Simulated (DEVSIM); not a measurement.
Structure: GaP/Si n-p heterojunction, at 300 K.

```csv
layer (left to right),material,thickness (μm),Nd (cm⁻³),Na (cm⁻³),τn (s),τp (s)
1,GaP,0.200,2.6e16,-,2.8e-7,2.8e-7
2,Si,1.70,-,3e15,2.8e-7,2.8e-7
```

Left contact: ohmic. Right contact: ohmic. Voltage is applied to the left contact. Recombination: SRH at mid-gap, radiative, Auger. Mobility is constant in doping. Where it depends on doping, it is μmin + (μ − μmin)/(1 + (N/Nref)^α).

Constants are typed, rounded textbook-type inputs, not results; the design itself was drawn at random and stands for no fabricated device. Values at 300 K; Nc and Nv go as T^1.5, mobilities as T to minus their exponent, the gap by Varshni's rule with the affinity fixed. The table also holds parameters that only a changed run uses.

```csv
parameter,GaP,Si
gap (eV),2.26,1.124
affinity (eV),3.8,4.05
permittivity,11.1,11.7
Nc (cm⁻³),1.8e19,2.86e19
Nv (cm⁻³),1.9e19,3.1e19
μn (cm²/Vs),250,1417
μp (cm²/Vs),150,470
"μn,min",10,52
"μp,min",10,45
"Nref,n",4.4e18,9.7e16
"Nref,p",1e18,2.2e17
αn,0.8,0.68
αp,0.85,0.72
T exponent of μn,1.6,2.3
T exponent of μp,1.98,2.2
B (cm³/s),1e-13,4.7e-15
Cn (cm⁶/s),1e-30,2.8e-31
Cp (cm⁶/s),1e-30,9.9e-32
Varshni α (eV/K),0.00058,0.000473
Varshni β (K),372,636
```

Model (solved in DEVSIM): 1D drift-diffusion, Boltzmann statistics, complete ionisation; no tunnelling, impact ionisation, image-force lowering or self-heating. Band offsets follow the typed affinities; no thermionic-emission limit at abrupt steps, no polarisation charge.

Base results: potential step across the device at zero bias (V) 0.966; dark forward voltage at 100 A/cm² (V) 0.736; dark forward voltage at 1 A/cm² (V) 0.528.

What follows from this one change: temperature 300 → 350 K?

potential step across the device at zero bias 0.966 → 0.871 V; dark forward voltage at 100 A/cm² 0.736 → 0.621 V; dark forward voltage at 1 A/cm² 0.528 → 0.404 V.

What follows from this one change: doping Na of layer 2 3e+15 → 9e+13 cm^-3?

potential step across the device at zero bias 0.966 → 0.875 V; dark forward voltage at 100 A/cm² 0.736 → 0.689 V; dark forward voltage at 1 A/cm² 0.528 → 0.420 V.
